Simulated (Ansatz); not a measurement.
**A computed series for hypothetical CsCl type BiB: response to strain**

Start from BiB in the CsCl type structure (space group Pm-3m, No. 221; a hypothetical phase, not in the database extracts checked; relaxed with 0.1 eV smearing).

```
CELL_PARAMETERS angstrom
      3.35847     0.00000     0.00000
      0.00000     3.35847     0.00000
      0.00000     0.00000     3.35847
ATOMIC_POSITIONS crystal
  B  0.00000 0.00000 0.00000
  Bi 0.50000 0.50000 0.50000
```

Cartesian axes are those of the cell as printed.

Strains are applied to the cell and any free atomic positions relax; under biaxial strain the out-of-plane vector relaxes too.

Method: Kohn–Sham DFT with the PBE functional, run in Ansatz (a quantum-chemistry and plane-wave program) with PAW and 420 eV plane waves, spin-orbit coupling left out.

Candidates:
(a) isotropic strain +3.99 %
(b) biaxial strain −1.97 %, plane normal [001], relaxed out of plane
(c) biaxial strain −1.10 %, plane normal [110], relaxed out of plane
(d) isotropic strain +2.62 %

Notes on the quantities. energy relative to the base: free energy F.

Order them by energy relative to the base, lowest first.

(c) biaxial strain −1.10 %, plane normal [110], relaxed out of plane (+0.7 meV/atom), (b) biaxial strain −1.97 %, plane normal [001], relaxed out of plane (+6.0 meV/atom), (d) isotropic strain +2.62 % (+24 meV/atom), (a) isotropic strain +3.99 % (+53 meV/atom)…

No phonon test of stability was made. All final runs are without spin polarisation.
